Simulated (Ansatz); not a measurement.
## BN: response to strain

Take BN in the zinc blende structure (space group F-43m, No. 216) as the base.

```xyz
2
Lattice="0.0000 1.7903 1.7903 1.7903 0.0000 1.7903 1.7903 1.7903 0.0000" Properties=species:S:1:pos:R:3 pbc="T T T"
B      0.0000     0.0000     0.0000
N      0.8951     0.8951     0.8951
```

Cartesian axes are those of the cell as printed.

Strains are applied to the cell and any free atomic positions relax.

Level of theory: Ansatz (a quantum-chemistry and plane-wave program) LDA, scalar-relativistic without spin-orbit coupling.

Candidates:
(a) uniaxial strain ε_zz = −2.50 %
(b) uniaxial strain ε_zz = +3.00 %
(c) uniaxial strain ε_zz = +2.00 %
(d) uniaxial strain ε_zz = +0.50 %

For the base:

| Property | Result |
|---|---|
| Band gap | 4.39 eV |

### Question
Order them by band gap, lowest first.

### Answer
(a) uniaxial strain ε_zz = −2.50 % (3.95 eV), (b) uniaxial strain ε_zz = +3.00 % (4.09 eV), (c) uniaxial strain ε_zz = +2.00 % (4.19 eV), (d) uniaxial strain ε_zz = +0.50 % (4.34 eV)

Gaps are Kohn–Sham eigenvalue differences; semilocal functionals usually give less than the measured gap. Stability against distortions was not tested.
